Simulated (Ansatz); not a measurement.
Base system: BaTiO3 (space group R3m, No. 160; a = 5.635 Å, c = 6.926 Å (hexagonal axes)).

Modification: cell and atoms relaxed at a pressure of 5 GPa.

Levels (all Ansatz, a quantum-chemistry and plane-wave program, PAW, earlier PAW set): PBEsol (420 eV, without spin-orbit coupling); HSE06 (420 eV, without spin-orbit coupling); PBEsol+SOC (420 eV, noncollinear with spin-orbit coupling).

One geometry, relaxed with PBEsol, under each level:

| level | band gap | lowest conduction level above the VBM at special points | electron mass | pressure |
|---|---|---|---|---|
| PBEsol | 2.08 eV | Γ 2.08 eV; L 2.25 eV; S₀ 3.91 eV | – | 50.0 kbar |
| HSE06 | 3.57 eV | Γ 3.57 eV; L 3.75 eV; S₀ 5.55 eV | – | – |
| PBEsol+SOC | 2.07 eV | Γ 2.07 eV; L 2.24 eV; S₀ 3.90 eV; S₂ 3.90 eV | 0.61 mₑ along c, 0.75 mₑ across (at Γ) | 50.0 kbar |

Single points use the geometry relaxed with PBEsol. The hybrid gap comes from the SCF mesh plus the semilocal run's edge points and a few special points and is an upper bound. Differences between runs with and without spin-orbit coupling are approximate. Load acts through the strain it causes; cell and atoms are relaxed under it. Effective masses come from finite differences of ±0.01 Å⁻¹. Whether these cells are dynamically stable was not tested. No other phases were tried under pressure. The runs without spin-orbit coupling are not spin-polarised. This is not the structure that BaTiO3 has at room temperature and ambient pressure.
